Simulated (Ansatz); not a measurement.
GaN (Cmc2_1), r2SCAN with spin-orbit coupling, rigid bands in Ansatz (a program for electronic structure): Condition of this run: uniaxial stress along a of -8 GPa (compression positive) (the target of the relaxation). band gap 2.18 eV, N_c = 1.94e18 cm⁻³ and N_v = 3.82e19 cm⁻³ at 300 K, conductivity masses along z (a = (3.28, 0.00, 0.00) Å; b = (-1.64, 2.73, 0.00) Å; c = (0.00, 0.00, 5.16) Å) of 0.178 mₑ (electrons) and 1.60 mₑ (holes). Take k_BT = 0.02585 eV.

What built-in voltage has an abrupt junction with N_A = 1e16 and N_D = 1e17 cm⁻³, all dopants ionised?

V_bi = E_g/e − (k_BT/e) ln(N_c N_v/(N_A N_D)) = 2.18 − 0.02585 × 11.21 = 1.89 V. It follows the computed gap one for one.

What thermal injection velocity √(2k_BT/πm) limits a ballistic channel along the direction named?

1.28e7 cm/s for electrons and 4.25e6 cm/s for holes, a ratio of √(m_h/m_e) = 3.00, for dilute carriers.

A film of it is 5 nm thick, with its normal along the direction named. Estimate the confinement energies in an infinite well.

ħ²π²/(2m t²) = 0.376 eV·nm²/(m/mₑ × t²) gives 84.5 meV for electrons and 9.40 meV for holes, so the gap would widen to about 2.27 eV. Finite barriers and nonparabolic bands lower this, and with several valleys or bands the heaviest mass along the normal sets the lowest level, not this average.

Rigid, parabolic bands with the computed gap; masses take one relaxation time for all states. Geometry: cell and atoms relaxed with PBEsol.
